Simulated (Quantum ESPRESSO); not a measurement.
**Habitual settings against a tight run: Ni₃Fe (Pm-3m, 4 atoms in the cell)**

Self-consistent single point.

```
CELL_PARAMETERS angstrom
      3.63768     0.00000     0.00000
      0.00000     3.63768     0.00000
      0.00000     0.00000     3.63768
ATOMIC_POSITIONS crystal
  Fe 0.00000 0.00000 0.00000
  Ni 0.00000 0.50000 0.50000
  Ni 0.50000 0.00000 0.50000
  Ni 0.50000 0.50000 0.00000
```
Moments meant for the start (each program seeds them in its own way; μB, in the order of the atoms Fe Ni Ni Ni): 3.0 0.5 0.5 0.5.

Method of the run: PBE, PSlibrary ultrasoft (PBE) pseudopotentials (plane waves; Quantum ESPRESSO 7.5).

Base settings: ecutwfc = 55 Ry; ecutrho = 330 Ry; occupations = smearing; smearing = gauss; degauss = 0.019992 Ry; nspin = 2; potentials = {Fe: Fe.pbe-n-rrkjus_psl.1.0.0.UPF, Ni: Ni.pbe-n-rrkjus_psl.1.0.0.UPF}; K_POINTS = automatic 7 7 7 0 0 0; conv_thr = 1e-10 Ry; mixing_beta = 0.2.

Tight run (finer mesh or higher cutoff; not a proven limit): ecutwfc: 55 Ry → 77 Ry; ecutrho: 330 Ry → 462 Ry; conv_thr: 1e-10 Ry → 7.3e-11 Ry; K_POINTS: automatic 7 7 7 0 0 0 → automatic 10 10 10 0 0 0. It gave Fermi level (on the code's own zero) 12.24 eV; pressure -12.38 GPa; size of the cell's spin moment 4.89 μB; site moments (μB, in the program's spheres or projections) Fe 3.00, Ni 0.69, Ni 0.69, Ni 0.69.

Quick runs, as changes from the base:
- A: the base itself
- B: ecutwfc: 55 Ry → 28 Ry; ecutrho: 330 Ry → 168 Ry; conv_thr: 1e-10 Ry → 7.3e-05 Ry; K_POINTS: automatic 7 7 7 0 0 0 → automatic 2 2 2 1 1 1
- C: ecutwfc: 55 Ry → 28 Ry; ecutrho: 330 Ry → 168 Ry; K_POINTS: automatic 7 7 7 0 0 0 → automatic 4 4 4 1 1 1

Energies are extrapolated to zero smearing width, which holds to low order in the width alone (under cold and Methfessel-Paxton smearing the free energy itself is taken).

Dashes: pressure of B, not trusted under this conv_thr with d or f elements.

The count of work is k-points × plane waves × bands × iterations; it is no time. 

The starting cell has typed, rounded lattice constants, without a prior relaxation at this level. Its lattice was rescaled by a random factor within 2.5 % of one. The magnetic order is the one reached from the typed start; others were not searched systematically. In the base run, with a pressure of about -12 GPa the cell is away from its equilibrium volume at this level.

```
run  energy less tight (meV/atom)  pressure less tight (GPa)  size of the net moment less tight (μB/atom)  count of work / tight
---  ----------------------------  -------------------------  -------------------------------------------  ---------------------
A                             4.4                       0.04                                         0.01                   0.20
B                           224.3                          –                                        -0.22                 0.0028
C                           288.9                     -32.99                                        -0.03                  0.016
```

Among the runs at the tight run's level, the energy misses run from 4.4 to 288.9 meV/atom.

Left out of this page: 3 runs of the series outside the window shown, repeating another row's setting, or not comparable.
